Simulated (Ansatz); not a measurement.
The reference is LaIr$_{2}$ in the cubic Laves (MgCu2 type) structure (space group Fd-3m, No. 227; a = 7.6383 Å).

Computed with Ansatz (a quantum-chemistry and plane-wave program) PBEsol, spin-orbit coupling left out.

Before the change:

- Shortest interatomic distance = 2.701 Å
- Band gap = zero

Modification: every Ir is replaced by Si, then cell and atoms are relaxed.

Q: How does this affect the shortest interatomic distance and band gap?

A: The shortest interatomic distance grows by 0.023 Å to 2.724 Å; the band gap stays zero.

Whether these cells are dynamically stable was not tested. As relaxed here, LaSi2 is a hypothetical phase, not in the database extracts checked. All final runs are without spin polarisation.
